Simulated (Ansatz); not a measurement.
Ga vacancy + 2 H in wurtzite GaN: one set of geometries, relaxed with PBE, evaluated in Ansatz (PAW, plane waves to 420 eV, 500 eV under r2SCAN) with PBE, r2SCAN.

Details: 96-site cell; 2×2×2 shifted k-points; start: the Ga site; 2 H on the vacancy's neighbours; charged states image-corrected; finite-size errors of tenths of an eV; relaxed from one start, so a lower configuration may exist; flagged in the runs: a host whose relaxation on this sampling wasn't shown to rest.

| quantity | PBE | r2SCAN |
|---|---|---|
| host gap (eV) | 1.71 | (withheld) |
| ε(0/−1) above the VBM (eV) | 0.60 | (withheld) |
| neutral formation energy against alpha gallium, H2 molecule in a box (eV) | 2.37 | (withheld) |
| largest moment on one atom at charge 0 (μB) | 0.28 | (withheld) |

### Question
Given the lower rungs, what does r2SCAN give?

### Answer

- host gap (eV), r2SCAN: 2.12
- ε(0/−1) above the VBM (eV), r2SCAN: 0.76
- neutral formation energy against alpha gallium, H2 molecule in a box (eV), r2SCAN: 2.71
- largest moment on one atom at charge 0 (μB), r2SCAN: 0.32

Ansatz is a quantum-chemistry and plane-wave program.
